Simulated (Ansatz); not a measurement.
The starting structures come from a database of crystals and need not be the phases stable at ambient conditions.

Inside the gap of an insulator the Bloch states are evanescent, with a wavenumber k + iκ along the transport direction.

Data:

```yaml
crystal:
  lattice:
    - [7.76847, 0.00000, 0.00000]
    - [0.00000, 7.76847, 0.00000]
    - [3.88424, -3.88424, 5.49314]
  atoms:
    - { symbol: Cs, position: [0.25000, 0.25000, 0.50000] }
    - { symbol: Cs, position: [0.75000, 0.75000, 0.50000] }
    - { symbol: Sn, position: [0.00000, 0.00000, 0.00000] }
    - { symbol: Br, position: [0.76065, 0.23935, 0.47870] }
    - { symbol: Br, position: [0.23935, 0.76065, 0.52130] }
    - { symbol: Br, position: [0.23935, 0.23935, 0.00000] }
    - { symbol: Br, position: [0.76065, 0.76065, 0.00000] }
    - { symbol: Br, position: [0.76065, 0.23935, 0.00000] }
    - { symbol: Br, position: [0.23935, 0.76065, 0.00000] }
```

Space group of this cell: Fm-3m. The cell is taken as given; by PBEsol its mean pressure is -0.5 GPa.

Transport runs along the normal of the first two printed cell vectors, the (001) plane of the conventional cell.

The gap is the functional's own. No spin-orbit coupling. Mid-gap values are interpolated on the energy grid.

Predict the band gap and the smallest decay constant κ at mid-gap from PBEsol (Ansatz, a quantum-chemistry and plane-wave program).

Gap 1.38 eV on a 6×6×6 mesh; κ = 0.212 1/Å, at the zone centre.
